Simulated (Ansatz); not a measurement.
Start from MgTe in the zinc blende structure (space group F-43m, No. 216; a = 6.4384 Å).

Computed with Kohn–Sham DFT with the PBEsol functional, run in Ansatz (an electronic-structure program) with PAW and 420 eV plane waves, spin-orbit coupling left out, earlier PAW set.

For the base:

```
Property               Result
-------------  --------------
Band gap              2.35 eV
Electron mass  0.16 mₑ (at Γ)
Gap character     direct at Γ
Pressure             0.0 kbar
```

It is then changed as follows: the cell is scaled by 0.9980 in all directions; the atoms relax in the strained cell.

Task: How does this affect the band gap?

Result: The band gap goes up by 0.026 eV (2.35 eV → 2.37 eV).

Task: Predict the new electron mass.

Result: The electron mass stays 0.16 mₑ (at Γ).

Task: What happens to the gap character?

Result: The gap character remains direct at Γ.

Task: How does this affect the pressure?

Result: The pressure goes from zero to 2.2 kbar.

Spin-orbit coupling, missing from the scalar runs, can matter with Te. Effective masses come from finite differences of ±0.01 Å⁻¹. Stability against distortions was not tested.
